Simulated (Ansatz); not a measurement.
Abridged Ansatz (an electronic-structure program) output:

```
Relaxation: its limit of steps is 50 (relax.max_steps)
Pseudopotential: Ti, paw, valence charge 12
Crystal: 2 atoms, lattice volume = 35.094 Å³
Basis set: ecut = 420 eV, 687 PW (Γ), exchange–correlation on 40×40×64 points (8 copies of the dense FFT grid, shifted against one another)
Bands: 16, of which v1, the nominal top of the filled ones, is band 12 counted from 1 (11 counted from 0)
Symmetry: 24 space group operations
k-points: 392 of 6877
Functional: x = pbe(κ = 0.804, μ = 0.2195149727645171), c = pbe(β = 0.06672455060314922)
SCF iter   1: F=—  HF=-4999.369118 eV  |F-HF|=—  |Δ(HF+E_count)|=         —  Δρ=4.29e-3  dr2=3.03e-3  ethr=1.77e-3  ⟨swp⟩=4.4  Hψ=58369  notcnv=0
SCF iter   2: F=—  HF=-4999.368438 eV  |F-HF|=—  |Δ(HF+E_count)|=   6.80e-4  Δρ=2.24e-3  dr2=9.72e-4  ethr=1.26e-5  ⟨swp⟩=1.0  Hψ=10976  notcnv=0
SCF 1 converged in 6 iterations: F = -4999.368594 eV  dr2 = 2.28e-11
relax step   1: F+E_penalty+E_count = -4999.36859397 eV  Δ(F+E_penalty+E_count) = +0.000e0 eV  max|allowed force component| = 7.401e-17 eV/Å  Δτ_max = 0.0000 Å  P = -0.810 GPa  Ω = 35.094 Å³  fix = [a, b, gamma]  reactions: a -1.080, b -1.080 GPa  (6 SCF iters, dr2 threshold 1.00e-7 eV, accepted)
[... steps on the carried basis left out ...]
relax step   3: F+E_penalty+E_count = -4999.36864238 eV  Δ(F+E_penalty+E_count) = -5.848e-6 eV  max|allowed force component| = 4.071e-16 eV/Å  Δτ_max = 0.0000 Å  P = -0.648 GPa  Ω = 35.042 Å³  energy of the carried Pulay correction = +4.675e-6 eV  fix = [a, b, gamma]  reactions: a -0.972, b -0.972 GPa  (6 SCF iters, dr2 threshold 3.31e-8 eV, accepted)
Crystal: 2 atoms, lattice volume = 35.042 Å³
SCF iter   1: F=—  HF=-4999.368638 eV  |F-HF|=—  |Δ(HF+E_count)|=         —  Δρ=1.85e-6  dr2=2.18e-10  ethr=2.49e-9  ⟨swp⟩=2.7  Hψ=51371  notcnv=0
SCF iter   2: F=—  HF=-4999.368638 eV  |F-HF|=—  |Δ(HF+E_count)|=   2.78e-7  Δρ=1.03e-6  dr2=9.31e-11  ethr=9.10e-13 (applied; sched 1.00e-12)  ⟨swp⟩=2.3  Hψ=13514  notcnv=0
SCF 4 converged in 8 iterations: F = -4999.368638 eV  dr2 = 2.46e-16
SCF converged after 8 iterations
Free energy (F): -4999.368638 eV
Internal energy: -4999.291532 eV  (E = F + TS)
E sigma→0 (E₀):  -4999.330085 eV
Entropy (-TS):   -0.077106 eV (-38.553 meV/atom)
Fermi energy:    13.227223 eV
--- Forces (eV/Å), atoms counted from 1 ---
  atom   1  Ti     0.00000000    -0.00000000     0.00000000
  atom   2  Ti     0.00000000     0.00000000     0.00000000
--- Stress (GPa, compression-positive) ---
       -0.972156      -0.000000       0.000000
        0.000000      -0.972156       0.000000
        0.000000       0.000000      -0.000081
  P = ⅓ Tr σ = -0.6481 GPa (-6.481 kbar)
--- Relaxed structure (3 steps of the walk, 3 accepted, 1 SCFs on fresh bases) ---
  cell:  # Å, volume = 35.0424 Å³
    - [2.954479688015518, -6.361293263183172e-99, 0.0]
    - [1.477239844007759, 2.5586544647865614, 0.0]
    - [0.0, 0.0, 4.635547970432724]
  atoms:
    - { symbol: Ti, position: [0.6666666666666667, 0.6666666666666666, 0.75] }
    - { symbol: Ti, position: [0.33333333333333337, 0.3333333333333333, 0.24999999999999994] }
```

**Question.** What was computed, and what are the main results?

**Answer.** Ti, 2 atoms in the cell, with PBE in Ansatz (plane waves to 420 eV, PAW, without spin-orbit coupling). The last SCF converged to F = -4999.368638 eV, or -2499.6843 eV per atom, at a pressure of -0.65 GPa. The total energy compares only with runs of the same code, potentials and settings.

The cells carry an imposed strain or load. Stability against distortions was not tested. All final runs are without spin polarisation. The cell was made from Ti in the hcp (Mg type) structure (space group P6_3/mmc, No. 194) by this change: biaxial strain +0.50 %, plane normal [001], relaxed out of plane.

Keys are those of Ansatz 0.2.
